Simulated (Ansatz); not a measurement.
**ZrC: response to strain**

Consider ZrC in the rock salt structure (space group Fm-3m, No. 225; a = 4.709 Å; relaxed with 0.1 eV smearing).

Strains are applied to the cell and any free atomic positions relax.

All numbers come from Kohn–Sham DFT with the PBE functional, run in Ansatz (a first-principles code) with PAW and 420 eV plane waves, no spin-orbit coupling.

| isotropic strain (%) | pressure (GPa) |
|---|---|
| -3 | 24.4 |
| -2.5 | 19.7 |
| -1.5 | 11.0 |
| -0.5 | 3.4 |
| 0 | 0.0 |
| 0.5 | ? |
| 1 | -6.2 |
| 1.5 | -9.1 |
| 3 | -16.4 |

**Question.** Fit P = P₀ − Bδ + Cδ² with δ = (1 + ε)³ − 1 to the rows shown and predict the withheld row.

**Answer.** Least squares on the printed values gives P₀ = 0.0 GPa, B = 228 GPa, C = 568 GPa (largest residual 0.2 GPa); this predicts -3.3 GPa, and the run gives -3.2 GPa, in agreement.

Stability against distortions was not tested. All final runs are without spin polarisation.
